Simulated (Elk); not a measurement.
Band structure of In (I4/mmm, 1 atom in the cell).

```
In
1.0
   -1.62500     1.62500     2.47500
    1.62500    -1.62500     2.47500
    1.62500     1.62500    -2.47500
In
1
Cartesian
  0.00000   0.00000   0.00000
```

Method: PBE, all-electron FP-LAPW, Elk's shipped species files, default APW+lo basis (Elk).

Settings: xctype = 20; rgkmax = 7; stype = 3; swidth = 0.00367493 Ha; ngridk = 15 15 15.

The starting cell has typed, rounded lattice constants, without a prior relaxation at this level. Values depend on the basis (sphere radii, cutoffs, local orbitals), which need not be converged.

Levels in eV from the Fermi level, bands 7 to 13:
| point | 7 | 8 | 9 | 10 | 11 | 12 | 13 |
|---|---|---|---|---|---|---|---|
| Γ | -14.46 | -14.34 | -9.56 | 10.58 | 10.58 | 10.74 | 11.97 |
| X | -14.23 | -14.12 | -1.98 | -1.65 | 3.50 | 3.93 | 7.06 |
| Y | -14.34 | -14.22 | -1.67 | -0.28 | 0.11 | 1.33 | 13.07 |
| S | -14.32 | -14.25 | -2.52 | -1.23 | -0.53 | 6.15 | 9.02 |
| Z | -14.20 | -14.20 | -2.94 | -2.70 | 4.72 | 4.72 | 8.19 |
| S1 | -14.32 | -14.25 | -2.52 | -1.23 | -0.53 | 6.15 | 9.02 |
| N | -14.23 | -14.20 | -4.32 | -3.39 | 7.53 | 9.19 | 11.42 |
| P | -14.34 | -14.14 | -1.24 | -0.08 | -0.08 | 1.73 | 12.48 |
| Y1 | -14.34 | -14.22 | -1.67 | -0.28 | 0.11 | 1.33 | 13.07 |

Bands cross the Fermi level along this path, so the cell is metallic at this level.
